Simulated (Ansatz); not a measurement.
Worked calculations on one periodic cell of amorphous Te26O31: Te26O31, 57 atoms, volume 1309.7 Å³, made by a melt-quench on the CHGNet potential and relaxed with DFT. O atoms were pushed apart under 1.9 Å during the dynamics, to hinder bonds among them. It is a model cell: composition and starting density were chosen by hand, and all elements were melted together. Cycles of charging were run to anneal it. All values below come from PBE, scalar-relativistic without spin-orbit coupling (plane waves to 420 eV, PAW; Ansatz, an electronic-structure program). Sampling: a 2×2×2 Γ-centred mesh; Fermi-Dirac width 0.1 eV; no spin polarisation. Its volume was relaxed, its shape was free, and it stands at a mean pressure of 0.0 GPa with stress components up to 0.1 GPa; the relaxation ran on one k-point at (1/4, 1/4, 1/4). Its density went from a set 6.13 to 4.84 g/cm³. The cell is small and was quenched far faster than a real film, so it is one sample of the glass.

Question: Count formal charges (Te +4, O -2). What does the count lead one to expect at the Fermi level, and what does the calculation give?

Answer: 26 × (+4) + 31 × (-2) = +42. 42 electrons are left on cation states, in cation-cation bonds, defect levels or the conduction band. On this mesh the highest filled and lowest empty level lie 1.03 eV apart, which parts defect or band states and needn't be the band gap.

Cut-offs for bonds: Te-Te 3.23 Å, Te-O 2.72 Å, O-O 1.58 Å. Two cations that share two anions don't count as bonded, nor two that share one unless they lie closer than Te-Te 2.95 Å. Counted neighbours: Te: 7 with 2, 5 with 3, 11 with 4, 3 with 5; O: 3 with 1, 23 with 2, 5 with 3.

Question: Set the mean coordination against the 8 − N rule, and count mechanical constraints (r/2 for stretching, 2r − 3 for bending at each atom with r ≥ 2) against the 3 degrees of freedom.

Answer: The rule gives (26 × 2 + 31 × 2)/57 = 2.00; the cell has 152/57 = 2.67. Summing the constraints over the counted atoms gives 212.0/57 = 3.72 per atom, so by this count the network is rigid and over-constrained. The count takes every angle as intact, which overstates rigidity where angles are soft (at bridging oxygen, at over-coordinated atoms).
